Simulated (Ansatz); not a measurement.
Band structure of CdTe (Fm-3m, 2 atoms in the cell).

```
CdTe
1.0
    0.00000     3.06657     3.06657
    3.06657     0.00000     3.06657
    3.06657     3.06657     0.00000
Cd Te
1 1
Direct
  0.00000   0.00000   0.00000
  0.50000   0.50000   0.50000
```

Computed with r2SCAN, default PAW files made with PBE (plane waves; Ansatz, a first-principles code).

Settings: kpoints.mp_grid.grid = 12 12 12; hamiltonian.xc = r2scan; hamiltonian.pseudopotentials = {kind: paw} (the program's default PAW files); scf.occupations.method = cold; scf.occupations.width = 0.1 eV; kpoints.band_path.npoints = 10.

The starting cell comes from a database of computed structures (which also holds hypothetical and non-ambient phases and stackings), without a prior relaxation at this level. Spin-orbit coupling is off. The run gives no clean gap (levels at the Fermi energy touch, overlap or are partly filled at this smearing), which alone does not show that the compound is a metal.

Levels in eV from the Fermi level, bands 15 to 21:
```csv
point,15,16,17,18,19,20,21
Γ,-8.64,-0.48,-0.48,-0.48,0.85,7.57,7.57
X,-7.81,-4.09,-2.07,-2.07,-0.96,4.64,9.80
W,-7.97,-3.30,-3.21,-3.21,2.56,5.23,7.11
K,-8.03,-3.79,-3.61,-1.46,1.01,5.90,7.40
L,-8.57,-5.15,-0.07,-0.07,3.23,4.41,4.41
U,-8.03,-3.79,-3.61,-1.46,1.01,5.90,7.40
```

Bands cross the Fermi level along this path, so the cell is metallic at this level.

Keys are those of Ansatz 0.2.
